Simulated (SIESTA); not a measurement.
SIESTA run on CsCaH3 (P4mm, 5 atoms in the cell): relaxation of the atoms.

Computed with LDA PW92, numerical atomic orbitals TZP, PseudoDojo LDA standard norm-conserving potentials (rewritten from UPF to PSML) (SIESTA).

The change in words: one atom moved by 0.15 angstrom; MD.TypeOfRun: default → Broyden; MD.Steps: default → 40; MD.MaxForceTol: default → 0.1 eV/Ang. Reference geometry:
```
CsCaH3
1.0
    4.59808     0.00000     0.00000
    0.00000     4.59808     0.00000
    0.00000     0.00000     4.59808
Cs Ca H
1 1 3
Direct
  0.00000   0.00000   0.00000
  0.50000   0.50000   0.50000
  0.50000   0.00000   0.50000
  0.00000   0.50000   0.50000
  0.50000   0.50000   0.00000
```

Reference input (self-consistent single point, DFT, LDA PW92, numerical atomic orbitals TZP, PseudoDojo LDA standard norm-conserving potentials (rewritten from UPF to PSML)): XC.functional = LDA; XC.authors = PW92; potentials = PseudoDojo LDA standard; PAO.BasisSize = TZP; PAO.EnergyShift = 0.005 Ry; MeshCutoff = 350 Ry; kgrid.MonkhorstPack = 6 6 6; OccupationFunction = FD; ElectronicTemperature = 10 K; MaxSCFIterations = 150; SCF.Mixer.Method = Pulay; SCF.Mixer.Weight = 0.2. This run's input differs from it in these lines:

```diff
@@ -19,3 +19,3 @@
 %block AtomicCoordinatesAndAtomicSpecies
-     0.000000000    0.000000000    0.000000000  1
+     0.000000000    0.000000000    0.032622000  1
      0.500000000    0.500000000    0.500000000  2
@@ -45,2 +45,5 @@
 Diag.ParallelOverK           true
+MD.TypeOfRun                 Broyden
+MD.Steps                     40
+MD.MaxForceTol               0.1 eV/Ang
 WriteForces                  true
```

The program printed (abridged):

```
        iscf     Eharris(eV)        E_KS(eV)     FreeEng(eV)     dDmax    Ef(eV) dHmax(eV)
   scf:    1    -1727.737444    -1735.771859    -1735.771859  1.369381 -5.576277  3.974366
   scf:    2    -1737.136870    -1736.480848    -1736.480848  0.085882 -6.018844  2.685346
   scf:    3    -1737.449300    -1737.077355    -1737.077355  0.234672 -6.979055  0.187499
   scf:    4    -1737.077973    -1737.077688    -1737.077688  0.006517 -5.060677  0.062038
   scf:    5    -1737.077745    -1737.077721    -1737.077721  0.003938 -5.103690  0.005783
   scf:    6    -1737.077726    -1737.077724    -1737.077724  0.001742 -5.105974  0.000465
   scf:    7    -1737.077724    -1737.077724    -1737.077724  0.000245 -5.106049  0.000223
mix: Pulay -- inversion failed, > SVD [rank/size] 5 / 6
   scf:    8    -1737.077724    -1737.077724    -1737.077724  0.000010 -5.106007  0.000077
SCF Convergence by DM+H criterion
max |DM_out - DM_in|         :     0.0000098299
max |H_out - H_in|      (eV) :     0.0000773590
SCF cycle converged after 8 iterations

Using DM_out to compute the final energy and forces

siesta: E_KS(eV) =            -1737.0777

siesta: E_KS - E_eggbox =     -1737.0777

siesta: Atomic forces (eV/Ang):
     1    0.000000    0.000000   -0.307082
     2   -0.000000    0.000000    0.180471
     3   -0.000000   -0.000000    0.031579
     4   -0.000000   -0.000000    0.031579
     5   -0.000000   -0.000000    0.064729
   Tot    0.000000    0.000000    0.001276
   Max    0.307082
   Res    0.094182    sqrt( Sum f_i^2 / 3N )
   Max    0.307082    constrained

Stress tensor Voigt[x,y,z,yz,xz,xy] (kbar):       -7.82       -7.82       -7.22       -0.00        0.00        0.00
   [... lines left out ...]
outcell: Cell volume (Ang**3)        :     97.2144
        iscf     Eharris(eV)        E_KS(eV)     FreeEng(eV)     dDmax    Ef(eV) dHmax(eV)
siesta: FreeEng =     -1737.099987
   [... lines left out ...]
siesta:    -0.004108    0.000000    0.000000
siesta:     0.000000   -0.004108   -0.000000
siesta:     0.000000   -0.000000   -0.004179

siesta: Cell volume =         97.214423 Ang**3

siesta: Pressure (static):
siesta:                Solid            Molecule  Units
siesta:           0.00004500          0.00004204  Ry/Bohr**3
siesta:           0.00413175          0.00386031  eV/Ang**3
siesta:           6.61979949          6.18489562  kBar
```

The run converged. 

Summary of the result:
```
Quantity                                                 Result
------------------------------------------------  -------------
Free energy E − TS                                -1737.1000 eV
Top of the valence band (on the code's own zero)       -7.04 eV
Gap on the k-point mesh                                 3.86 eV
Pressure                                               0.66 GPa
Largest force (vector length)                        0.030 eV/Å
Relaxation steps                                              4
```

The starting cell comes from a database of computed structures (which also holds hypothetical and non-ambient phases and stackings), without a prior relaxation at this level. Its lattice was rescaled by up to half a per cent. For this run, on top of that: one atom moved by 0.15 angstrom. Values carry the incompleteness of an atom-centred basis. The basis of the alkali or alkaline-earth atoms may lack their empty d shell, which can raise the gap.

Cost on one core of a shared machine: roughly 2 min.
